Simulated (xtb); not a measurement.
xtb 6.7.1, GFN2-xTB: Fe(Br)(k2OAc)(OH2)2 (CC1[O][Fe](<-[OH2])(<-[OH2])([Br])<-[O]=1), charge 0, multiplicity 5, 15 atoms. The geometry is a generated start, not checked to be a minimum at this level.

```
Quantity                                                                                                        Value
------------------------  -------------------------------------------------------------------------------------------
method                                                                                                       GFN2-xTB
--acc                                                                                                     1 (default)
--etemp (K)                                                                                             300 (default)
detailed input (--input)  none: ANC optimiser, Lindh (1995) Hessian, microcycle=20, maxdispl=1.0, hlow=0.01 (default)
basis functions                                                                                                    51
valence electrons                                                                                                  54
```

```xyz
15

Fe     0.2023     1.1522    -0.7012
Br     1.4379     2.3155    -2.1584
C      1.0968    -2.4538     1.1623
C      0.7645    -1.1530     0.4682
O      1.1533    -0.0667     0.9546
O      0.0820    -1.1675    -0.5924
H      0.9237    -3.2895     0.4914
H      2.1312    -2.4325     1.4918
H      0.4606    -2.5535     2.0390
O     -1.8798     0.5234    -1.7039
H     -1.7956    -0.4017    -1.4342
H     -1.8280     0.5286    -2.6638
O     -0.8656     2.6400     0.7827
H     -1.5849     3.2109     0.4939
H     -0.2983     3.1476     1.3700
```

Charge 0 and multiplicity 5 are set for this test and not shown to be the ground state. GFN-xTB has no spin term: --uhf 4 sets the occupations alone.

The structure is relaxed from this start with --opt LEVEL for the levels crude, sloppy, loose, lax, normal, tight, vtight, extreme, once each. Up to the end of the extreme run atoms move by at most 1.2 Å along an axis.

### Question
Choose the cheapest level whose final energy lies within 20 meV of that of extreme.

### Answer
lax: 30 cycles against 39, ending 0.19 meV above.

| level | cycles | energy above the extreme run (meV) | gradient norm (eV/Å) |
|---|---|---|---|
| crude | 1 | 79 | 0.19 |
| sloppy | 1 | 79 | 0.19 |
| loose | 1 | 79 | 0.19 |
| lax | 30 | 0.19 | 0.039 |
| normal | 32 | 0.088 | 0.027 |
| tight | 34 | 0.037 | 0.018 |
| vtight | 39 | under 0.01 | 0.0023 |
| extreme | 39 | — | 0.0023 |
